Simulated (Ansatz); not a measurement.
Au: strain along the normal

Au (fcc, Fm-3m, 17.541 Å³/atom and stress up to 0.01 GPa in the relaxed cell) under an equal strain ε in the (111) plane with the normal axis free, as in a coherent film. r2SCAN in Ansatz, a plane-wave DFT program (PAW, default set), 500 eV, 27×27×27 Γ-centred mesh, Fermi-Dirac smearing 0.10 eV.

Here s stands for strain and y for normal strain.

```csv
strain (%),normal strain (%)
-1.25,1.97
-0.83,1.32
-0.42,0.68
0.00,0.00
0.42,-0.67
0.83,-1.28
1.25,-1.89
2.50,?
```

Fit y against s with a straight line, and predict the withheld value at s = 2.50.

Means: s 0, y 0.019. About the means, the sum of products is -7.5500 and the sum of squares of s is 4.8556; the slope is their ratio. Least squares gives y = 0.019 - 1.5549·s. Residuals (row less fit): 0.007, 0.010, 0.008, -0.019, -0.036, -0.008, 0.035; standard error 0.025 (degrees of freedom: 5). The slope, about -1.6, is the elastic response of the normal axis. At the withheld row, y = 0.019 - 1.5549 × 2.50 = -3.868%. The calculation gives -3.52%, 0.348% above the prediction (6.3 % of the range of y in the table). The row lies outside the fitted rows, so this is an extrapolation. From the scatter of the fitted rows alone, a prediction at this place has a standard error of 0.039%, so the miss is 8.9 times that.

A polynomial of degree 2 through the 12 other runs of the series gives -3.67 there. In a metal these values are sensitive to mesh and smearing; energies are taken to zero smearing, stresses follow the free energy. Spin-orbit coupling is left out, which can shift these values for the heavy elements here. Rows are the converged runs of the series near zero and its far end, less any whose ions stayed unrelaxed beside relaxed ones; series whose fitted rows scatter by over a few per cent of the range, as at a crossing or softening among them, aren't shown in this form. Most that stay on the fit to the last digits aren't either.
